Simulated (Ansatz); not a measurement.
System: Sn3O4 (model structure, within 0.1 Å of Pbam, No. 55, 14 atoms in the cell). Method: PBE (Ansatz, a quantum-chemistry and plane-wave program, plane waves, PAW).

Numerical settings: plane-wave cutoff 520 eV, 18×6×8 k mesh (along the axes of the cell as run), Fermi–Dirac smearing 0.05 eV, scalar-relativistic PAW data made under PBE.

Cell (relaxed with PBEsol):

Sn₃O₄ is modelled in the orthorhombic space group Pbam (No. 55), Pearson symbol oP14. Lattice parameters: a = 7.9431 Å, b = 8.9621 Å, c = 3.2374 Å, α = 90.00°, β = 90.00°, γ = 90.00°. Sn1 on 4h has 3 O at 2.161–2.189 Å (trigonal pyramidal). Sn2 on 2c has 6 O at 2.062–2.112 Å (octahedral). O1 on 4g sees 3 Sn at 2.062–2.161 Å (trigonal pyramidal). O2 on 4h has 3 Sn at 2.112–2.189 Å (trigonal pyramidal). (Neighbours: up to the widest gap in distance over summed covalent radii, below 1.35, at either atom; cation-cation and far metal-metal contacts left out.)

### Question
Predict the band gap and direct gap at Γ.

### Answer

- band gap: 0.98 eV (on the SCF k mesh)
- direct gap at Γ: 1.82 eV

Note: cell and atoms aren't relaxed at this level (largest force component 0.23 eV/Å, pressure 4.3 GPa).

Spin–orbit coupling is not included.

The computed numbers hold no vibrational or temperature effects.

A model structure was made by putting elements into a prototype or built by hand; it is no filed structure, need not be a known phase, and can be a saddle point held by its symmetry.
